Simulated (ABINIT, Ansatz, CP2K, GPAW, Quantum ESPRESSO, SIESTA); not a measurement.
**One structure in several programs: YPd3 (Pm-3m, 4 atoms in the cell)**

Self-consistent single point.

```
CELL_PARAMETERS angstrom
      4.09992     0.00000     0.00000
      0.00000     4.09992     0.00000
      0.00000     0.00000     4.09992
ATOMIC_POSITIONS crystal
  Y  0.00000 0.00000 0.00000
  Pd 0.50000 0.50000 0.00000
  Pd 0.00000 0.50000 0.50000
  Pd 0.50000 0.00000 0.50000
```

All programs got the same cell, k-point mesh and kind of occupations (in Ansatz's words: kpoints.mp_grid.grid = 7 7 7; scf.occupations.method = gaussian; scf.occupations.width = 0.272 eV); potentials, basis and cutoffs are each program's usual ones.

```tsv
code	model	pressure (GPa)	k-points	cutoff
GPAW	PBEsol, GPAW PAW datasets PBEsol (made by gpaw-setup)	-4.15	20	600 eV
Quantum ESPRESSO	PBEsol, GBRV 1.5 ultrasoft (PBESOL) pseudopotentials	-4.17	20	40 Ry
SIESTA	GGA PBEsol, numerical atomic orbitals DZP, PseudoDojo PBEsol standard norm-conserving potentials (rewritten from UPF to PSML)	-6.86	172	grid 300 Ry
Ansatz	PBEsol, PAW files made with PBE	-4.33	20	420 eV
CP2K	PBEsol, GPW, DZVP-MOLOPT-SR-GTH basis, GTH-PBE potentials (GTH_POTENTIALS)	-3.45	172	grid 500 Ry
ABINIT	PBEsol, PAW (JTH v2.0 PBE PAW, files made for PBE)	-4.38	20	24 Ha
```

The spread over the programs that give each value: pressure within 3.41 GPa.

The starting cell comes from a database of computed structures (which also holds hypothetical and non-ambient phases and stackings), without a prior relaxation at this level. On Ansatz's run: Spin polarisation is off. In the base run, with a pressure of about -4 GPa the cell is away from its equilibrium volume at this level.

Task: Why do the programs differ, and what cannot be compared?

Result: Differences of this kind can come from the potentials, where these differ, and from what each basis and cutoff leave unconverged. The valence holds different numbers of electrons (GPAW 59, Quantum ESPRESSO 59, SIESTA 65, Ansatz (a quantum-chemistry and plane-wave program) 65, CP2K 65, ABINIT 65). The zero of total energies and Fermi levels follows the potentials and each program's conventions, so they are not compared here. SIESTA and CP2K use small atom-centred bases, whose incompleteness enters pressures, forces and empty levels differently from a plane-wave cutoff. Ansatz's pressure is given at a fixed set of plane waves, as the other plane-wave codes print theirs. The programs reduce the same mesh by symmetry to different extents, which changes the work and not the result. In the pressure, SIESTA (by 2.61) lies more than 1 GPa from the median of the plane-wave programs.

Left out of this page: Elk and FLEUR (not drawn, or without a comparable value).

Keys are those of Ansatz 0.2.
